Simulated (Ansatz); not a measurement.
fcc Ag (0 0 1) on diamond (0 0 1) (film strained to the substrate, started from cuts of the bulks and a machine-learned relaxation; slabs C80 and Ag24, which can lie off the formulas)

A periodic stack without vacuum, fcc Ag (0 0 1) on diamond (0 0 1) (film strained to the substrate, started from cuts of the bulks and a machine-learned relaxation; slabs C80 and Ag24, which can lie off the formulas): substrate slab C80, film Ag24, surface cells [[-3, -1], [-1, -2]] and [[2, 0], [2, 2]], film strained by -3.7 and -3.7 %, outermost planes C/C and Ag/Ag as cut, which need not be the usual terminations and can put a slab off its formula.

The start was prepared with a machine-learned potential, and the result is one local minimum, with the in-plane cell held and forces under 0.04 eV/Å; the film can end far from its bulk form.

These are PBE (plane waves to 420 eV, PAW; Ansatz, a program for electronic structure) values and carry that method's errors. Spin–orbit coupling is left out; the runs are not spin-polarised; PBE gaps are too small against experiment. Its k-point mesh 5×5×1, Fermi–Dirac width 0.05 eV.

The interface area is 31.9 Å² and the period is 28.46 Å. The heights between the nearest atoms of the two slabs at the two interfaces is 1.63 and 1.63 Å, the Ag–C contacts across the interfaces within 1.22 times the sum of covalent radii is 12, mean 2.27 Å and the hole barrier (PBE) comes out as 0.49 eV. The electron barrier (PBE) comes out as 3.64 eV.

```yaml
crystal:
  lattice:
    - [5.64706, -0.00046, 0.02712]
    - [-0.00013, 5.64605, 0.11304]
    - [-1.55693, 0.47251, 28.46693]
  atoms:
    - { symbol: C, position: [0.82172, 0.65575, 0.06841] }
    - { symbol: C, position: [0.43780, 0.86904, 0.06821] }
    - { symbol: C, position: [0.63132, 0.26161, 0.07211] }
    - { symbol: C, position: [0.22001, 0.44897, 0.07077] }
    - { symbol: C, position: [0.03887, 0.07625, 0.07112] }
    - { symbol: C, position: [0.62281, 0.76878, 0.03826] }
    - { symbol: C, position: [0.26685, 0.05246, 0.04394] }
    - { symbol: C, position: [0.38844, 0.29402, 0.04549] }
    - { symbol: C, position: [0.98108, 0.48631, 0.04238] }
    - { symbol: C, position: [0.85689, 0.23578, 0.04457] }
    - { symbol: C, position: [0.94248, 0.35229, 0.13507] }
    - { symbol: C, position: [0.54041, 0.55332, 0.13353] }
    - { symbol: C, position: [0.75170, 0.94788, 0.13368] }
    - { symbol: C, position: [0.34988, 0.14895, 0.13504] }
    - { symbol: C, position: [0.14583, 0.75105, 0.13208] }
    - { symbol: C, position: [0.72663, 0.46025, 0.10343] }
    - { symbol: C, position: [0.33250, 0.65646, 0.09959] }
    - { symbol: C, position: [0.55082, 0.05227, 0.10360] }
    - { symbol: C, position: [0.13844, 0.25639, 0.10628] }
    - { symbol: C, position: [0.94268, 0.85741, 0.09979] }
    - { symbol: C, position: [0.86156, 0.63957, 0.19661] }
    - { symbol: C, position: [0.46215, 0.83859, 0.19661] }
    - { symbol: C, position: [0.66188, 0.23906, 0.19691] }
    - { symbol: C, position: [0.26127, 0.43983, 0.19669] }
    - { symbol: C, position: [0.06247, 0.03835, 0.19670] }
    - { symbol: C, position: [0.65390, 0.74477, 0.16508] }
    - { symbol: C, position: [0.25517, 0.94296, 0.16511] }
    - { symbol: C, position: [0.45377, 0.34566, 0.16567] }
    - { symbol: C, position: [0.05277, 0.54698, 0.16511] }
    - { symbol: C, position: [0.85430, 0.14406, 0.16573] }
    - { symbol: C, position: [0.97788, 0.32732, 0.25947] }
    - { symbol: C, position: [0.57802, 0.52730, 0.25946] }
    - { symbol: C, position: [0.77723, 0.92764, 0.25946] }
    - { symbol: C, position: [0.37737, 0.12758, 0.25947] }
    - { symbol: C, position: [0.17761, 0.72746, 0.25944] }
    - { symbol: C, position: [0.77053, 0.43317, 0.22812] }
    - { symbol: C, position: [0.37010, 0.63315, 0.22807] }
    - { symbol: C, position: [0.56898, 0.03335, 0.22812] }
    - { symbol: C, position: [0.16976, 0.23327, 0.22806] }
    - { symbol: C, position: [0.96936, 0.83339, 0.22808] }
    - { symbol: C, position: [0.89375, 0.61569, 0.32222] }
    - { symbol: C, position: [0.49300, 0.81593, 0.32222] }
    - { symbol: C, position: [0.69335, 0.21581, 0.32224] }
    - { symbol: C, position: [0.29413, 0.41573, 0.32218] }
    - { symbol: C, position: [0.09257, 0.01592, 0.32218] }
    - { symbol: C, position: [0.68550, 0.72163, 0.29086] }
    - { symbol: C, position: [0.28509, 0.92180, 0.29084] }
    - { symbol: C, position: [0.48574, 0.32151, 0.29083] }
    - { symbol: C, position: [0.08588, 0.52145, 0.29083] }
    - { symbol: C, position: [0.88523, 0.12177, 0.29083] }
    - { symbol: C, position: [0.00872, 0.30500, 0.38458] }
    - { symbol: C, position: [0.60795, 0.50608, 0.38519] }
    - { symbol: C, position: [0.81032, 0.90206, 0.38518] }
    - { symbol: C, position: [0.40927, 0.10337, 0.38461] }
    - { symbol: C, position: [0.20918, 0.70420, 0.38521] }
    - { symbol: C, position: [0.80062, 0.41071, 0.35360] }
    - { symbol: C, position: [0.40095, 0.61046, 0.35369] }
    - { symbol: C, position: [0.60182, 0.00923, 0.35360] }
    - { symbol: C, position: [0.20119, 0.21001, 0.35338] }
    - { symbol: C, position: [0.00155, 0.80948, 0.35369] }
    - { symbol: C, position: [0.92040, 0.59160, 0.45057] }
    - { symbol: C, position: [0.53061, 0.79238, 0.45067] }
    - { symbol: C, position: [0.72430, 0.19270, 0.44401] }
    - { symbol: C, position: [0.31225, 0.39666, 0.44670] }
    - { symbol: C, position: [0.13646, 0.98866, 0.44682] }
    - { symbol: C, position: [0.71735, 0.69800, 0.41822] }
    - { symbol: C, position: [0.32266, 0.89562, 0.41674] }
    - { symbol: C, position: [0.51309, 0.30009, 0.41525] }
    - { symbol: C, position: [0.11133, 0.50108, 0.41665] }
    - { symbol: C, position: [0.92050, 0.09673, 0.41523] }
    - { symbol: C, position: [0.00554, 0.21230, 0.50547] }
    - { symbol: C, position: [0.59606, 0.39681, 0.50660] }
    - { symbol: C, position: [0.88247, 0.96402, 0.50768] }
    - { symbol: C, position: [0.47399, 0.15365, 0.50496] }
    - { symbol: C, position: [0.24062, 0.68036, 0.51207] }
    - { symbol: C, position: [0.82371, 0.37281, 0.47925] }
    - { symbol: C, position: [0.42514, 0.57965, 0.48199] }
    - { symbol: C, position: [0.64275, 0.00002, 0.47948] }
    - { symbol: C, position: [0.23198, 0.18709, 0.47815] }
    - { symbol: C, position: [0.04149, 0.79327, 0.48199] }
    - { symbol: Ag, position: [0.05133, 0.63439, 0.66110] }
    - { symbol: Ag, position: [0.54647, 0.64349, 0.66090] }
    - { symbol: Ag, position: [0.04491, 0.14298, 0.65810] }
    - { symbol: Ag, position: [0.53972, 0.13404, 0.66156] }
    - { symbol: Ag, position: [0.85195, 0.88210, 0.58349] }
    - { symbol: Ag, position: [0.36226, 0.91415, 0.57108] }
    - { symbol: Ag, position: [0.65280, 0.39854, 0.58307] }
    - { symbol: Ag, position: [0.13738, 0.42557, 0.56941] }
    - { symbol: Ag, position: [0.08253, 0.60935, 0.81387] }
    - { symbol: Ag, position: [0.58462, 0.60750, 0.81417] }
    - { symbol: Ag, position: [0.08297, 0.11014, 0.81323] }
    - { symbol: Ag, position: [0.58288, 0.10745, 0.81361] }
    - { symbol: Ag, position: [0.81590, 0.87391, 0.73723] }
    - { symbol: Ag, position: [0.31374, 0.87364, 0.73740] }
    - { symbol: Ag, position: [0.81379, 0.37310, 0.73731] }
    - { symbol: Ag, position: [0.31422, 0.37399, 0.73758] }
    - { symbol: Ag, position: [0.02854, 0.59914, 0.96849] }
    - { symbol: Ag, position: [0.51553, 0.53555, 0.97902] }
    - { symbol: Ag, position: [0.21071, 0.08627, 0.96678] }
    - { symbol: Ag, position: [0.72646, 0.02473, 0.98090] }
    - { symbol: Ag, position: [0.85970, 0.84924, 0.88897] }
    - { symbol: Ag, position: [0.36470, 0.83570, 0.89210] }
    - { symbol: Ag, position: [0.83848, 0.33829, 0.89398] }
    - { symbol: Ag, position: [0.34378, 0.34376, 0.88862] }
```
